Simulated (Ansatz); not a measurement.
## Smallest direct gap on the k points sampled of SrTiO₃ (P6₃/mmc, No. 194, 30 atoms in the cell; start mp-776018) at several levels of theory

No measured value is used here.

```
level (code)     value (eV)
---------------  ----------
LDA (Ansatz)              …
PBEsol (Ansatz)        1.82
r²SCAN (Ansatz)        2.26
```

Task: Complete the blanks.

Result: 
- LDA (Ansatz, a first-principles code), value (eV): 1.77

Computed values are for a static lattice. Spin–orbit coupling is included only where a level's name says +SOC; with heavier elements it mostly lowers gaps and can invert bands.  Values are at the PBEsol cell. Cutoffs differ between the levels. Ansatz's density-functional and Hartree–Fock values are scalar-relativistic unless marked +SOC, with PAW data made under PBE.

A start named mp-… is a Materials Project structure, which need not be a measured phase.
